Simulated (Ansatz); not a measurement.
Effect of isotropic strain +0.50 % on Al2Pt

Start from Al2Pt (space group Fm-3m, No. 225; a = 5.947 Å; relaxed with 0.1 eV smearing).

It is then changed as follows: the cell is scaled by 1.0050 in all directions, atoms relaxed at fixed cell.

Calculations: PBE (Ansatz, a program for electronic structure, PAW, spin-orbit coupling left out). Settings: 17×17×17 k-points, 0.1 eV Fermi–Dirac smearing.

| quantity | base | changed | shift |
|---|---|---|---|
| shortest interatomic distance | 2.575 Å | 2.588 Å | +0.013 Å |
| energy relative to the base (free energy F) | 0 meV/atom | +1.6 meV/atom | +1.6 meV/atom |
| pressure | 0.0 GPa | -1.9 GPa | -1.9 GPa |
| band gap | zero | zero | – |

Final structure:

```xyz
3
Lattice="0.0000 2.9881 2.9881 2.9881 0.0000 2.9881 2.9881 2.9881 0.0000" Properties=species:S:1:pos:R:3 pbc="T T T"
Al     1.4941     1.4941     1.4941
Al     4.4822     4.4822     4.4822
Pt     0.0000     0.0000     0.0000
```

Whether these cells are dynamically stable was not tested. All final runs are without spin polarisation.
